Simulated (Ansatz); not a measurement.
The starting structures come from a database of crystals and need not be the phases stable at ambient conditions.

Inside the gap of an insulator the Bloch states are evanescent, with a wavenumber k + iκ along the transport direction.

```
CELL_PARAMETERS angstrom
      5.23664     0.00000     0.00000
      2.61832     4.93478     0.00000
      2.61832    -1.38924     4.23239
ATOMIC_POSITIONS crystal
  Li 0.43356 0.84966 0.28322
  Li 0.43356 0.34966 0.78322
  Ta 0.00109 0.99837 0.99946
  Ta 0.00109 0.49837 0.49946
  O  0.51896 0.70551 0.61431
  O  0.16122 0.70551 0.22447
  O  0.90880 0.70551 0.86673
  O  0.16122 0.20551 0.11431
  O  0.90880 0.20551 0.72447
  O  0.51896 0.20551 0.36673
```

The cell is strained (lengths across the current scaled by 1.02, ions clamped); by PBEsol it stands under a pressure of -9.4 GPa.

Transport runs along the normal of the first two printed cell vectors.

No gap correction and no spin-orbit coupling; mid-gap is the computed energy nearest the middle.

**Question.** Predict the band gap and the smallest decay constant κ at mid-gap from Ansatz (a quantum-chemistry and plane-wave program) with PBEsol.

**Answer.** Gap 3.63 eV on a 8×8×8 mesh; κ = 0.388 1/Å, at the zone centre.
